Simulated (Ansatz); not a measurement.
# Effect of pressure −2 GPa on hypothetical fluorite TaGe2

Base system: TaGe2 in the fluorite structure (space group Fm-3m, No. 225; a = 6.2747 Å; a hypothetical phase, not in the database extracts checked).

The change: a negative pressure, −2 GPa.

Level of theory: PBE/PAW in Ansatz (a quantum-chemistry and plane-wave program), no spin-orbit coupling, earlier PAW set. k-mesh 13×13×13 (Γ-centred); smearing 0.05 eV (Fermi–Dirac).

| quantity | base | changed | shift |
|---|---|---|---|
| volume per atom | 20.59 Å³ | 21.03 Å³ | +0.44 Å³ |
| density | 8.77 g/cm³ | 8.59 g/cm³ | -0.18 g/cm³ |
| lattice parameter a | 6.275 Å | 6.319 Å | +0.0446 Å |
| shortest interatomic distance | 2.717 Å | 2.736 Å | +0.019 Å |
| enthalpy H = E + PV relative to the base's energy | – | -0.26 eV/atom | – |
| band gap | zero | zero | – |

Load acts through the strain it causes; cell and atoms are relaxed under it. Stability against distortions was not tested. All final runs are without spin polarisation. An odd electron count without spin: TaGe2. TaGe2 has a high density of states at the Fermi level and may be magnetic at this level.
